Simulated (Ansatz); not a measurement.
SiC under load (space group P6_3mc), r2SCAN with spin-orbit coupling, rigid bands (Ansatz, a quantum-chemistry and plane-wave program). Condition of this run: uniaxial stress along c of 10 GPa (compression positive) (the target of the relaxation). Band gap 2.70 eV, N_c = 1.07e19 cm⁻³ and N_v = 2.56e19 cm⁻³ at 300 K, conductivity masses along y (a = (3.08, 0.00, 0.00) Å; b = (-1.54, 2.67, 0.00) Å; c = (0.00, 0.00, 4.96) Å) of 0.434 mₑ (electrons) and 1.58 mₑ (holes). Take k_BT = 0.02585 eV.

**Question.** A film of it is 5 nm thick, with its normal along the direction named. Estimate the confinement energies in an infinite well.

**Answer.** ħ²π²/(2m t²) = 0.376 eV·nm²/(m/mₑ × t²) gives 34.7 meV for electrons and 9.52 meV for holes, so the gap would widen to about 2.74 eV. Finite barriers and nonparabolic bands lower this, and with several valleys or bands the heaviest mass along the normal sets the lowest level, not this average.

**Question.** What thermal injection velocity √(2k_BT/πm) limits a ballistic channel along the direction named?

**Answer.** 8.17e6 cm/s for electrons and 4.28e6 cm/s for holes, a ratio of √(m_h/m_e) = 1.91, for dilute carriers.

**Question.** Find the intrinsic carrier density and the intrinsic Fermi level.

**Answer.** n_i = √(N_c N_v) exp(−E_g/2k_BT) = 1.66e19 × exp(−52.22) = 3.5e-4 cm⁻³. The level lies (k_BT/2) ln(N_v/N_c) = 11 meV from mid-gap (positive towards the conduction band). Each 0.1 eV added to the gap lowers n_i by a factor of 6.9.

Rigid bands with the computed gap; masses take one relaxation time for all states. Geometry: cell and atoms relaxed with PBEsol.
